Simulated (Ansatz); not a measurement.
Abridged Ansatz (a quantum-chemistry and plane-wave program) output:

```
Relaxation: its limit of steps is 50 (relax.max_steps)
Pseudopotential: Ti, paw, valence charge 12
Pseudopotential: O, paw, valence charge 6
Crystal: 6 atoms, lattice volume = 64.517 Å³
Basis set: ecut = 420 eV, 1267 PW (Γ), exchange–correlation on 72×72×72 points (8 copies of the dense FFT grid, shifted against one another)
Bands: 30, of which v1, the nominal top of the filled ones, is band 24 counted from 1 (23 counted from 0)
Symmetry: 16 space group operations
k-points: 163 of 1728
Functional: x = slater, c = lda
SCF iter   1: F=—  HF=-7130.454422 eV  |F-HF|=—  |Δ(HF+E_count)|=         —  Δρ=1.85e-2  dr2=1.87e-1  ethr=1.77e-3  ⟨swp⟩=5.7  Hψ=20116  notcnv=0
SCF iter   2: F=—  HF=-7130.457564 eV  |F-HF|=—  |Δ(HF+E_count)|=   3.14e-3  Δρ=1.99e-2  dr2=2.30e-1  ethr=3.91e-4  ⟨swp⟩=2.0  Hψ=9503  notcnv=0  defer=245
SCF 1 converged in 8 iterations: F = -7130.409888 eV  dr2 = 5.94e-11
relax step   1: F+E_penalty+E_count = -7130.40988801 eV  Δ(F+E_penalty+E_count) = +0.000e0 eV  max|allowed force component| = 5.477e-1 eV/Å  Δτ_max = 0.0000 Å  (8 SCF iters, accepted)
Crystal: 6 atoms, lattice volume = 64.517 Å³
SCF iter   1: F=—  HF=-7130.432449 eV  |F-HF|=—  |Δ(HF+E_count)|=         —  Δρ=1.72e-3  dr2=1.52e-3  ethr=3.02e-6  ⟨swp⟩=2.0  Hψ=14940  notcnv=0  defer=249
SCF iter   2: F=—  HF=-7130.431857 eV  |F-HF|=—  |Δ(HF+E_count)|=   5.91e-4  Δρ=6.49e-4  dr2=1.50e-4  ethr=3.02e-6  ⟨swp⟩=2.0  Hψ=7249  notcnv=0  defer=249
SCF 2 converged in 7 iterations: F = -7130.431817 eV  dr2 = 1.41e-10
relax step   2: F+E_penalty+E_count = -7130.43181670 eV  Δ(F+E_penalty+E_count) = -2.193e-2 eV  max|allowed force component| = 2.962e-1 eV/Å  Δτ_max = 0.0130 Å  (7 SCF iters, accepted)
Crystal: 6 atoms, lattice volume = 64.517 Å³
SCF iter   1: F=—  HF=-7130.442330 eV  |F-HF|=—  |Δ(HF+E_count)|=         —  Δρ=2.04e-3  dr2=2.11e-3  ethr=4.55e-5  ⟨swp⟩=3.0  Hψ=11517  notcnv=0  defer=250
SCF iter   2: F=—  HF=-7130.441523 eV  |F-HF|=—  |Δ(HF+E_count)|=   8.07e-4  Δρ=8.10e-4  dr2=2.58e-4  ethr=4.40e-6  ⟨swp⟩=2.0  Hψ=7993  notcnv=0  defer=250
SCF 3 converged in 7 iterations: F = -7130.441460 eV  dr2 = 8.30e-11
relax step   3: F+E_penalty+E_count = -7130.44146010 eV  Δ(F+E_penalty+E_count) = -9.643e-3 eV  max|allowed force component| = 1.627e-2 eV/Å  Δτ_max = 0.0156 Å  (7 SCF iters, accepted)
Crystal: 6 atoms, lattice volume = 64.517 Å³
[...]
SCF converged after 6 iterations
Free energy (F): -7130.441490 eV
Internal energy: -7130.441490 eV  (E = F + TS)
E sigma→0 (E₀):  -7130.441490 eV
Fermi energy:    8.789940 eV
--- Forces (eV/Å), atoms counted from 1 ---
  atom   1  Ti     0.00000000     0.00000000     0.00000000
  atom   2  Ti     0.00000000    -0.00000000     0.00000000
  atom   3  O     -0.00000000     0.00000000     0.00243878
  atom   4  O     -0.00000000     0.00000000     0.00243878
  atom   5  O     -0.00000000    -0.00000000    -0.00243878
  atom   6  O     -0.00000000     0.00000000    -0.00243878
--- Stress (GPa, compression-positive) ---
        3.953652       0.000000       0.000000
        0.000000       3.953652       0.000000
       -0.000000      -0.000000       4.922873
  P = ⅓ Tr σ = 4.2767 GPa (42.767 kbar)
--- Relaxed structure (4 steps of the walk, 4 accepted, 0 SCFs on fresh bases) ---
  atoms:
    - { symbol: Ti, position: [0.75, 0.25, 0.5] }
    - { symbol: Ti, position: [-1.8798157394191097e-19, -1.8798157394191097e-19, 1.5558644213022197e-35] }
    - { symbol: O, position: [0.5387915305091991, 0.038791530509199125, 0.5] }
    - { symbol: O, position: [0.7887915305091993, 0.7887915305091993, -2.870301604816164e-35] }
    - { symbol: O, position: [0.21120846949080088, 0.21120846949080088, 4.774894258479226e-35] }
    - { symbol: O, position: [0.9612084694908009, 0.46120846949080085, 0.5] }
```

Problem. What was computed, and what are the main results?

Solution. TiO2, 6 atoms in the cell, with LDA, PAW, 420 eV (Ansatz; scalar-relativistic without spin-orbit coupling). The last SCF converged to F = -7130.441490 eV, or -1188.4069 eV per atom, at a pressure of 4.28 GPa. The total energy compares only with runs of the same code, potentials and settings.

The cells carry an imposed strain or load. Stability against distortions was not tested. All final runs are without spin polarisation. The cell was made from TiO₂ in the anatase structure (space group I4_1/amd, No. 141) by this change: uniaxial strain ε_zz = −2.40 %.

Keys are those of Ansatz 0.2.
